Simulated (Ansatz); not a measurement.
Output of an Ansatz run (abridged):

```
WARN ansatz: RAYON_NUM_THREADS=1 ignored (pool sized by the plan → 1); use --threads N
Pseudopotentials: kind: paw
Pseudopotential: Ti, paw, valence charge 12
Pseudopotential: Te, paw, valence charge 16
Crystal: 6 atoms, lattice volume = 167.014 Å³
Basis set: ecut = 420 eV, 3305 PW (Γ), exchange–correlation on 90×90×60 points (8 copies of the dense FFT grid, shifted against one another)
Bands: 53, of which v1, the nominal top of the filled ones, is band 44 counted from 1 (43 counted from 0)
Symmetry: 16 space group operations
Space group: P42/mnm (ITA 136), of the structure as read, at distance tolerance 5.5e-5 Å
k-points: 12 of 112
Initial density: superposition of atomic densities (neutral atoms: chi_scale 0, normalization atom), corrected by the library's trained network
Initial wavefunctions: pseudopotential atomic-orbital guess
Eigensolver: davidson
Functional: x = pbe(κ = 0.804, μ = 0.2195149727645171), c = pbe(β = 0.06672455060314922)
SCF iter   1: F=—  HF=-32922.246656 eV  |F-HF|=—  |Δ(HF+E_count)|=         —  Δρ=3.52e-3  dr2=1.85e-2  ethr=1.77e-3  ⟨swp⟩=7.4  Hψ=2517  notcnv=0
all-band conjugate gradients solve this SCF's bands
preconditioner: auto → LDOS
SCF iter   2: F=—  HF=-32922.245283 eV  |F-HF|=—  |Δ(HF+E_count)|=   1.37e-3  S|Δr|=    0.00e0  Δρ=2.61e-3  dr2=1.16e-2  ethr=2.10e-5  ⟨swp⟩=2.0  Hψ=1279  notcnv=0  defer=4
SCF iter   3: F=—  HF=-32922.241368 eV  |F-HF|=—  |Δ(HF+E_count)|=   3.91e-3  S|Δr|=    0.00e0  Δρ=5.14e-4  dr2=5.59e-4  ethr=1.32e-5  ⟨swp⟩=2.0  Hψ=1119  notcnv=0  defer=4
SCF iter   4: F=—  HF=-32922.241343 eV  |F-HF|=—  |Δ(HF+E_count)|=   2.52e-5  S|Δr|=    0.00e0  Δρ=1.24e-4  dr2=2.02e-5  ethr=6.35e-7  ⟨swp⟩=3.0  Hψ=1201  notcnv=0  defer=4
SCF iter   5: F=—  HF=-32922.241309 eV  |F-HF|=—  |Δ(HF+E_count)|=   3.39e-5  S|Δr|=    0.00e0  Δρ=3.03e-5  dr2=1.57e-6  ethr=2.29e-8  ⟨swp⟩=3.0  Hψ=1220  notcnv=0  defer=4
SCF iter   6: F=—  HF=-32922.241309 eV  |F-HF|=—  |Δ(HF+E_count)|=   7.38e-8  S|Δr|=    0.00e0  Δρ=1.30e-5  dr2=3.98e-7  ethr=1.79e-9  ⟨swp⟩=2.0  Hψ=1117  notcnv=0  defer=4
SCF iter   7: F=-32922.241309 eV  HF=-32922.241309 eV  |F-HF|=5.44e-9  |Δ(HF+E_count)|=   2.84e-8  S|Δr|=    0.00e0  Δρ=2.07e-6  dr2=4.59e-9  ethr=1.14e-10  ⟨swp⟩=7.9  Hψ=2758  notcnv=0
SCF 1 converged in 7 iterations: F = -32922.241309 eV  dr2 = 4.59e-9
SCF converged after 7 iterations
Stability not checked (fill_not_monotonic)
Free energy (F): -32922.241309 eV
Harris-Foulkes:  -32922.241309 eV  (|F-HF|=5.44e-9)
Internal energy: -32922.227690 eV  (E = F + TS)
E sigma→0 (E₀):  -32922.236770 eV
Entropy (-TS):   -0.013619 eV (-2.270 meV/atom)
Fermi energy:    9.793463 eV
Step filling:    the computed levels leave a gap of 0.0030 eV = 0.0 smearing widths
--- Per-component energies (eV) ---
  E_band       = -1392.845274
  E_kinetic    = 1269.185743
  E_local      = -7176.676432  (includes V_loc(G=0)·N_el)
  E_nonlocal   = -1223.005850
  E_hartree    = 4132.082900
  E_xc         = -693.162644
  E_vxc        = -662.081339  (∫ρ·V_xc dr)
  E_paw        = -20746.475598  (= ΣΔE_a)
  E_vpaw       = -1864.435290  (= ΣTr[D̂ρ^β])
  E_aug_tail   = -0.000534  (compensation charges beyond the density's cutoff)
  E_ewald      = -8484.175276
  E_smearing   = -0.013619  (= −TS)
  E_closure    = 0.000000  (closes the sum)
  Σ components = -32922.241309   (vs F -32922.241309, Δ=0.00e0)
--- Forces (eV/Å), atoms counted from 1 ---
  atom   1  Ti     0.00000000     0.00000000     0.00000000
  atom   2  Ti     0.00000000     0.00000000     0.00000000
  atom   3  Te    -0.26809868    -0.26809868     0.00000000
  atom   4  Te    -0.26809868     0.26809868     0.00000000
  atom   5  Te     0.26809868    -0.26809868     0.00000000
  atom   6  Te     0.26809868     0.26809868     0.00000000
  max |Σ_I F_I| component: 5.55e-17 eV/Å
--- Stress (GPa, compression-positive) ---
        4.877365       0.000000       0.000000
        0.000000       4.877365       0.000000
        0.000000       0.000000      -0.350882
  P = ⅓ Tr σ = 3.1346 GPa (31.346 kbar)
  The stress holds the Pulay correction. Without it, at fixed plane waves, as pw.x and ABINIT print it: P = 3.1118 GPa
--- Band table (eV; the first three rows and the last of 12) ---
  k-point 0: bands = ["-47.8007", "-47.8005", "-26.9024", "-26.8995", "-26.8967", "-26.8941", "-26.8845", "-26.8821", "-26.8814", "-26.8806", "-26.8753", "-26.8722", "-26.8629", "-26.8622", "-26.8546", "-26.8510", "-26.8509", "-26.8483", "-26.8480", [...]
  k-point 1: bands = ["-47.8006", "-47.8004", "-26.9040", "-26.9013", "-26.8963", "-26.8939", "-26.8817", "-26.8815", "-26.8804", "-26.8777", "-26.8760", "-26.8683", "-26.8656", "-26.8647", "-26.8542", "-26.8518", "-26.8518", "-26.8491", "-26.8468", [...]
  k-point 2: bands = ["-47.8004", "-47.8003", "-26.9054", "-26.9028", "-26.8957", "-26.8934", "-26.8815", "-26.8814", "-26.8797", "-26.8772", "-26.8699", "-26.8687", "-26.8684", "-26.8633", "-26.8534", "-26.8525", "-26.8523", "-26.8504", "-26.8456", [...]
  k-point 11: bands = ["-47.8003", "-47.8003", "-26.9057", "-26.9032", "-26.8954", "-26.8930", "-26.8833", "-26.8832", "-26.8790", "-26.8788", "-26.8688", "-26.8682", "-26.8637", "-26.8633", "-26.8534", "-26.8533", "-26.8514", "-26.8514", [...]
```

The structure:

```
CELL_PARAMETERS angstrom
      6.37708     0.00000     0.00000
      0.00000     6.37708     0.00000
      0.00000     0.00000     4.10687
ATOMIC_POSITIONS crystal
  Ti 0.00000 0.00000 0.00000
  Ti 0.50000 0.50000 0.50000
  Te 0.30496 0.30496 0.00000
  Te 0.80496 0.19504 0.50000
  Te 0.19504 0.80496 0.50000
  Te 0.69504 0.69504 0.00000
```

### Question
What input produced this log?

### Answer
Other spellings and defaults could give the same log, and not every line can be read from it. The input that was run (DFT, PBE, plane waves, default PAW files):

Ansatz 0.2 input:
```yaml
crystal:
  lattice:
    - [6.377076, 0.000000, 0.000000]
    - [0.000000, 6.377076, 0.000000]
    - [0.000000, 0.000000, 4.106869]
  atoms:
    - { symbol: Ti, position: [0.000000, 0.000000, 0.000000] }
    - { symbol: Ti, position: [0.500000, 0.500000, 0.500000] }
    - { symbol: Te, position: [0.304960, 0.304960, 0.000000] }
    - { symbol: Te, position: [0.804960, 0.195040, 0.500000] }
    - { symbol: Te, position: [0.195040, 0.804960, 0.500000] }
    - { symbol: Te, position: [0.695040, 0.695040, 0.000000] }
basis:
  ecutwfc: 420.0
kpoints:
  mp_grid: { grid: [4, 4, 7], shift: [0.5, 0.5, 0.5] }
hamiltonian:
  xc: pbe
  pseudopotentials: { kind: paw }
scf:
  occupations: { method: cold, width: 0.1 }
output:
  forces: true
  eigenvalues: true
  stress: true
```

The starting cell was generated: these elements placed on a structure prototype, without a prior relaxation; it need not be a known phase or ordering of this composition. Spin-orbit coupling is off. Spin polarisation is off, so a magnetic state, if there is one, cannot be reached. With a pressure of about 3 GPa the cell is away from its equilibrium volume at this level. Ansatz's pressure includes its estimate of the finite-basis (Pulay) stress.

Ansatz is an electronic-structure program.
